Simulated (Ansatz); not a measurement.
Spinel CoV2O4 was calculated with PBEsol (plane waves, PAW; Ansatz, a first-principles code).

Numerical settings: plane-wave cutoff 520 eV, 12×12×12 k mesh, Fermi–Dirac smearing 0.05 eV, spin-polarised with parallel moments, scalar-relativistic PAW data made under PBE.

Properties against volume:

```tsv
V (Å³/atom)	P (GPa)	moment (μB per cell of 14 atoms)
9.585	8.24	-1.20
9.784	3.96	-1.51
9.984	0.00	-1.71
10.184	-3.63	-1.84
10.383	-6.95	-1.92
```

Note: the magnetic order was assumed, not searched for or taken from measurement; the volume lies 6 % below that of the published cell; functionals without U or exact exchange can leave correlated insulators metallic, so the missing gap need not be real.
